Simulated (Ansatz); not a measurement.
Input and output of a self-consistent single point for ZrCoNi (Imma, 6 atoms in the cell) (Ansatz, a quantum-chemistry and plane-wave program).

Method: LDA (PW92), default PAW files made with PBE (plane waves; Ansatz).

```xyz
6
Lattice="-2.4300 2.4682 3.4683 2.4300 -2.4682 3.4683 2.4300 2.4682 -3.4683" Properties=species:S:1:pos:R:3 pbc="T T T"
Zr     2.4300     1.2341     2.5863
Zr     0.0000     1.2341     0.8820
Co     0.0000     0.0000     3.4683
Co     2.4300     0.0000     0.0000
Ni     1.2150     1.2341    -1.7342
Ni     1.2150    -1.2341     1.7342
```

Reference input (self-consistent single point, DFT, LDA (PW92), plane waves, default PAW files made with PBE): kpoints.mp_grid.grid = 5 5 5; kpoints.mp_grid.shift = 0.5 0.5 0.5; hamiltonian.xc = lda; hamiltonian.pseudopotentials = {kind: paw} (the program's default PAW files); scf.occupations.method = fermi_dirac; scf.occupations.width = 0.1 eV. This run's input differs from it in these lines:

Ansatz 0.2 input:
```diff
@@ -14,3 +14,3 @@
 kpoints:
-  mp_grid: { grid: [5, 5, 5], shift: [0.5, 0.5, 0.5] }
+  mp_grid: { grid: [4, 4, 4] }
 hamiltonian:
```

The program printed (abridged):

```
SCF iter   1: F=—  HF=-29829.751841 eV  |F-HF|=—  |Δ(HF+E_count)|=         —  Δρ=2.03e-2  dr2=1.59e-1  ethr=1.77e-3  ⟨swp⟩=5.6  Hψ=3181  notcnv=0
all-band conjugate gradients solve this SCF's bands
preconditioner: auto → Kerker (q_TF=auto, 2.784 Å⁻¹)
SCF iter   2: F=—  HF=-29829.729220 eV  |F-HF|=—  |Δ(HF+E_count)|=   2.26e-2  Δρ=5.23e-3  dr2=1.00e-2  ethr=1.69e-4  ⟨swp⟩=2.3  Hψ=1861  notcnv=0
   [... lines left out ...]
SCF iter   5: F=—  HF=-29829.726900 eV  |F-HF|=—  |Δ(HF+E_count)|=   2.29e-5  Δρ=2.26e-4  dr2=4.74e-5  ethr=1.49e-7  ⟨swp⟩=2.1  Hψ=1346  notcnv=0
SCF iter   6: F=—  HF=-29829.726910 eV  |F-HF|=—  |Δ(HF+E_count)|=   1.00e-5  Δρ=2.63e-5  dr2=2.93e-7  ethr=5.04e-8  ⟨swp⟩=1.0  Hψ=1026  notcnv=0
SCF iter   7: F=—  HF=-29829.726910 eV  |F-HF|=—  |Δ(HF+E_count)|=   3.29e-8  Δρ=1.64e-5  dr2=1.82e-7  ethr=1.06e-10  ⟨swp⟩=5.7  Hψ=4154  notcnv=0
SCF iter   8: F=-29829.726910 eV  HF=-29829.726910 eV  |F-HF|=8.04e-9  |Δ(HF+E_count)|=   6.04e-9  Δρ=5.07e-6  dr2=8.89e-9  ethr=1.06e-10  ⟨swp⟩=3.0  Hψ=3178  notcnv=0
SCF 1 converged in 8 iterations: F = -29829.726910 eV  dr2 = 8.89e-9
Free energy (F): -29829.726910 eV
Internal energy: -29829.513337 eV  (E = F + TS)
E sigma→0 (E₀):  -29829.620124 eV
Entropy (-TS):   -0.213573 eV (-35.596 meV/atom)
Fermi energy:    17.229921 eV
--- Forces (eV/Å), atoms counted from 1 ---
  atom   1  Zr     0.00000000     0.00000000     0.01200039
  atom   2  Zr     0.00000000    -0.00000000    -0.01200039
  atom   3  Co     0.00000000     0.00000000     0.00000000
  atom   4  Co     0.00000000     0.00000000     0.00000000
  atom   5  Ni    -0.00000000    -0.00000000     0.00000000
  atom   6  Ni    -0.00000000     0.00000000    -0.00000000
--- Stress (GPa, compression-positive) ---
      -12.754476      -0.000000       0.000000
       -0.000000     -13.292120      -0.000000
        0.000000      -0.000000     -12.813967
  P = ⅓ Tr σ = -12.9535 GPa (-129.535 kbar)
  The stress holds the Pulay correction. Without it, at fixed plane waves, as pw.x and ABINIT print it: P = -13.0687 GPa
```

The run converged in 8 iterations. Against the reference run the free energy drops by 4.9 meV/atom, the pressure goes from -12.73 to -12.95 GPa and the largest force goes from 0.047 to 0.012 eV/Å.

The starting cell comes from a database of computed structures (which also holds hypothetical and non-ambient phases and stackings), without a prior relaxation at this level. Spin polarisation is off. Ansatz's pressure includes its estimate of the finite-basis (Pulay) stress.
